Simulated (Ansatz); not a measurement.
Base system: GaP in the zinc blende structure (space group F-43m, No. 216; a = 5.4517 Å).

The change: an isotropic linear strain of +3.49 %, atoms relaxed at fixed cell.

Levels (all Ansatz, an electronic-structure program, PAW, earlier PAW set): r2SCAN (500 eV, scalar-relativistic without spin-orbit coupling); HSE06+SOC (420 eV, with spin-orbit coupling).

The geometry is relaxed with r2SCAN.

| Property | Result |
|---|---|
| r2SCAN valence-band top at Γ | 0.00, 0.00, 0.00 eV |
| r2SCAN lowest conduction level above the VBM at special points | Γ 1.47 eV; L 1.71 eV; X 2.10 eV |

Problem. How does going to HSE06+SOC change the valence-band top at Γ and lowest conduction level above the VBM at special points?

Solution. The valence-band top at Γ (three highest Kramers pairs, from the VBM) becomes 0.00, 0.00, -0.09 eV (r2SCAN: 0.00, 0.00, 0.00 eV); the lowest conduction level above the VBM at special points goes from Γ 1.47 eV; L 1.71 eV; X 2.10 eV to Γ 1.85 eV; L 2.12 eV; X 2.45 eV. The threefold valence maximum splits by Δso ≈ 0.09 eV.

Single points use the geometry relaxed with r2SCAN. Differences between runs with and without spin-orbit coupling are approximate. Whether these cells are dynamically stable was not tested.
